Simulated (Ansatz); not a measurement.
An Ansatz (a quantum-chemistry and plane-wave program) run: AlN with a change (biaxial strain +0.50 %, plane normal [001], relaxed out of plane); Kohn–Sham DFT with the r2SCAN functional, run in Ansatz with PAW and 500 eV plane waves, without spin-orbit coupling.

Input:

Ansatz 0.2 input:
```yaml
crystal:
  lattice:
    - [3.105331958, 0, 0]
    - [0, 3.105331958, 0]
    - [1.552665979, -1.552665979, 2.1794147085]
  atoms:
    - { symbol: Al, position: [0, 0, 0] }
    - { symbol: N, position: [0.75, 0.75, 0.5] }
basis: { ecutwfc: 500, ecutrho_ratio: 4, xc_grid: 4, fft_grid_basis: typed }
kpoints: { mp_grid: { grid: [13, 13, 13] } }
hamiltonian:
  xc: r2scan
  dispersion: none
  pseudopotentials: { kind: paw }
scf: { occupations: { method: fermi_dirac, width: 0.05 } }
relax: { f_tol: 0.005, max_steps: 50, cell: { stress_tol: 0.01, fix: [a, b, gamma] } }
output: { forces: true, stress: true }
checkpoint: { write: state.ck, write_every: 1000 }
```

Output (explanatory and most iteration lines left out):

```
Relaxation: its limit of steps is 50 (relax.max_steps)
Pseudopotential: Al, paw, valence charge 3
Pseudopotential: N, paw, valence charge 5
Crystal: 2 atoms, lattice volume = 21.016 Å³
Basis set: ecut = 500 eV, 535 PW (Γ), exchange–correlation on 96×96×96 points (64 copies of the dense FFT grid, shifted against one another)
Bands: 8, of which v1, the nominal top of the filled ones, is band 4 counted from 1 (3 counted from 0)
Symmetry: 8 space group operations
Space group: I-4m2 (ITA 119), of the structure as read, at distance tolerance 2.8e-5 Å
k-points: 196 of 2197 (time reversal used)
Functional: x = r2scan, c = r2scan; τ floored in thin density (d = 2e-4 eV/Å³)
SCF iter   1: F=—  HF=-928.366605 eV  |F-HF|=—  |Δ(HF+E_count)|=         —  Δρ=6.94e-3  dr2=1.10e-2  dr2_τ=1.53e-1  ethr=1.77e-3  ⟨swp⟩=4.6  Hψ=11548  notcnv=0
SCF iter   2: F=—  HF=-928.436326 eV  |F-HF|=—  |Δ(HF+E_count)|=   6.97e-2  Δρ=4.60e-3  dr2=1.94e-3  dr2_τ=2.09e-4  ethr=1.37e-4  ⟨swp⟩=2.1  Hψ=4731  notcnv=0
SCF 1 converged in 6 iterations: F = -928.436099 eV  dr2 = 5.54e-8
relax step   1: F+E_penalty+E_count = -928.43609916 eV  Δ(F+E_penalty+E_count) = +0.000e0 eV  max|allowed force component| = 1.769e-16 eV/Å  Δτ_max = 0.0000 Å  P = -1.551 GPa  Ω = 21.016 Å³  fix = [a, b, gamma]  reactions: a -1.909, b -1.909 GPa  (6 SCF iters, dr2 threshold 1.00e-7 eV, accepted)
[... steps on the carried basis left out ...]
relax step   3: F+E_penalty+E_count = -928.43626699 eV  Δ(F+E_penalty+E_count) = -3.828e-5 eV  max|allowed force component| = 1.769e-16 eV/Å  Δτ_max = 0.0000 Å  P = -0.978 GPa  Ω = 20.957 Å³  energy of the carried Pulay correction = +1.439e-5 eV  fix = [a, b, gamma]  reactions: a -1.466, b -1.466 GPa  (4 SCF iters, dr2 threshold 2.00e-7 eV, accepted)
Crystal: 2 atoms, lattice volume = 20.957 Å³
SCF iter   1: F=—  HF=-928.436252 eV  |F-HF|=—  |Δ(HF+E_count)|=         —  Δρ=1.23e-5  dr2=1.48e-8  dr2_τ=3.31e-9  ethr=3.41e-8  ⟨swp⟩=3.0  Hψ=16105  notcnv=0
SCF iter   2: F=—  HF=-928.436252 eV  |F-HF|=—  |Δ(HF+E_count)|=   1.92e-8  Δρ=6.17e-6  dr2=3.85e-9  dr2_τ=2.94e-10  ethr=1.85e-10  ⟨swp⟩=1.6  Hψ=1862  notcnv=0
SCF 4 converged in 5 iterations: F = -928.436252 eV  dr2 = 3.47e-14
SCF converged after 5 iterations
Free energy (F): -928.436252 eV
Internal energy: -928.436252 eV  (E = F + TS)
E sigma→0 (E₀):  -928.436252 eV
Fermi energy:    8.700596 eV
--- Forces (eV/Å), atoms counted from 1 ---
  atom   1  Al    -0.00000000     0.00000000     0.00000000
  atom   2  N      0.00000000    -0.00000000     0.00000000
--- Stress (GPa, compression-positive) ---
       -1.465347       0.000000       0.000000
        0.000000      -1.465347      -0.000000
        0.000000      -0.000000      -0.002063
  P = ⅓ Tr σ = -0.9776 GPa (-9.776 kbar)
--- Relaxed structure (3 steps of the walk, 3 accepted, 1 SCFs on fresh bases) ---
  cell:  # Å, volume = 20.9574 Å³
    - [3.105331958, 1.2413026473552547e-97, 2.413300906105451e-19]
    - [1.2413026473552547e-97, 3.105331958, 5.417969377425961e-35]
    - [1.552665979, -1.552665979, 2.173312415136283]
  atoms:
    - { symbol: Al, position: [2.838197586316085e-35, 9.565822147713495e-35, 1.913164429542699e-34] }
    - { symbol: N, position: [0.7499999999999999, 0.7499999999999999, 0.5] }
```

No phonon test of stability was made. The cell was made from AlN in the zinc blende structure (space group F-43m, No. 216) by this change: biaxial strain +0.50 %, plane normal [001], relaxed out of plane. This is not the structure that AlN has at room temperature and ambient pressure.
